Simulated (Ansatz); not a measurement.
Results of r²SCAN+rVV10 (plane waves, PAW; Ansatz, an electronic-structure program) for Si (P6₃/mmc, No. 194, 4 atoms in the cell; start mp-165; another form than the element's usual one).

Numerical settings: plane-wave cutoff 560 eV, 12×12×6 k mesh (along the axes of the cell as run), Fermi–Dirac smearing 0.01 eV, scalar-relativistic PAW data made under PBE.

Computed at the level's own relaxed cell.

```
CELL_PARAMETERS angstrom
      3.82527     0.00000     0.00000
     -1.91264     3.31278     0.00000
      0.00000     0.00000     6.33317
ATOMIC_POSITIONS crystal
  Si 0.33333 0.66667 0.06315
  Si 0.66667 0.33333 0.93685
  Si 0.66667 0.33333 0.56315
  Si 0.33333 0.66667 0.43685
```

Problem. List the 9 lowest band energies at Γ above −25 eV (eV, relative to the valence band maximum), grouping those that round alike.

Solution. At Γ: -12.83, -10.42, -7.58, -1.62 (×2), -0.39, 0.00 (×2), 1.36.

A start named mp-… is a Materials Project structure, which need not be a measured phase.
